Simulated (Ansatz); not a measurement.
A 16-atom cell of (Si,Sn) started in the diamond structure, site fractions Si 0.875, Sn 0.125, short-range order -0.14 in the first shell of the mixed sites (0 is random, a negative value favours unlike neighbours), space group Amm2 at the end, an ordered arrangement that its symmetry holds. The mixed sublattice has 16 sites.

The mixing enthalpy is taken against the end members in the diamond type, relaxed in the same cell and mesh.

Method: PBE (plane waves to 420 eV, PAW; Ansatz, a program for electronic structure). No spin–orbit coupling. Its k-point mesh 4×4×4, Fermi–Dirac width 0.01 eV.

```json
[
 {"cell": "Si", "energy at zero smearing (eV)": "-10172.932"},
 {"cell": "Sn", "energy at zero smearing (eV)": "-96387.327"},
 {"cell": "SnSi7", "energy at zero smearing (eV)": "-20948.351"}
]
```

Work out the mixing enthalpy per mixed site and the interaction parameter Ω of a regular solution.

With x = 2/16 of the second end member, ΔH = [-20948.351 − 14/16 × (-10172.932) − 2/16 × (-96387.327)] / 16 = 86 meV against the separate end members. Ω = ΔH / x(1 − x) = 789 meV.
